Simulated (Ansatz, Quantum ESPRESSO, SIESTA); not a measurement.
# One structure in several programs: PdPtAu (P1, 3 atoms in the cell)

Self-consistent single point, at a second geometry (atoms moved at random). First geometry:

```
PdPtAu
1.0
    2.84952     0.00000     0.00000
   -1.42476     2.46776     0.00000
    0.00000     0.00000     6.98638
Pd Pt Au
1 1 1
Direct
  0.00000   0.00000   0.33796
  0.66667   0.33333   0.65909
  0.33333   0.66667   0.00295
```

Second geometry:
```xyz
3
Lattice="2.8495 0.0000 0.0000 -1.4248 2.4678 0.0000 0.0000 0.0000 6.9864" Properties=species:S:1:pos:R:3 pbc="T T T"
Pd     0.0142    -0.0584     2.4264
Pt     1.3983     0.8707     4.5851
Au     0.0123     1.6554    -0.0252
```

Shared settings, as Ansatz (a quantum-chemistry and plane-wave program) writes them: kpoints.mp_grid.grid = 16 16 6; scf.occupations.method = gaussian; scf.occupations.width = 0.136 eV. Potentials and cutoffs stand in the table.

| code | model | ΔF from the first geometry (meV/atom) | pressure (GPa) | largest force (eV/Å) | cutoff |
|---|---|---|---|---|---|
| SIESTA | LDA PW92, numerical atomic orbitals DZP, PseudoDojo LDA standard norm-conserving potentials (rewritten from UPF to PSML) | 21.1 | -13.64 | 1.030 | grid 400 Ry |
| Quantum ESPRESSO | LDA (PZ), GBRV 1.5 ultrasoft (LDA) pseudopotentials | 17.7 | -14.25 | 0.872 | 40 Ry |
| Ansatz | LDA (PW92), PAW files made with PBE | 17.3 | -13.98 | 0.843 | 420 eV |

Size of the force on each atom (eV/Å): Sizes of forces hide their directions.

```tsv
code	Pd1	Pt2	Au3
SIESTA	1.030	0.587	0.460
Quantum ESPRESSO	0.872	0.518	0.373
Ansatz	0.843	0.470	0.394
```

On Ansatz's run: spin-orbit coupling is off. Spin polarisation is off.

The spread over the programs that give each value: ΔF from the first geometry within 3.8 meV/atom; pressure within 0.61 GPa; largest force within 0.187 eV/Å.

SIESTA uses small atom-centred bases, whose incompleteness enters pressures, forces and empty levels differently from a plane-wave cutoff. Ansatz's pressure is given at a fixed set of plane waves, as the other plane-wave codes print theirs; with its correction for the finite basis it is -13.95 GPa. The same LDA comes in different parametrisations, which differ slightly. In the force vectors, SIESTA (by 0.175) lies more than 0.08 eV/Å from the median of the plane-wave programs.

The starting cell comes from a database of computed structures (which also holds hypothetical and non-ambient phases and stackings), without a prior relaxation at this level. For this run, on top of that: atoms moved at random.

Keys are those of Ansatz 0.2.
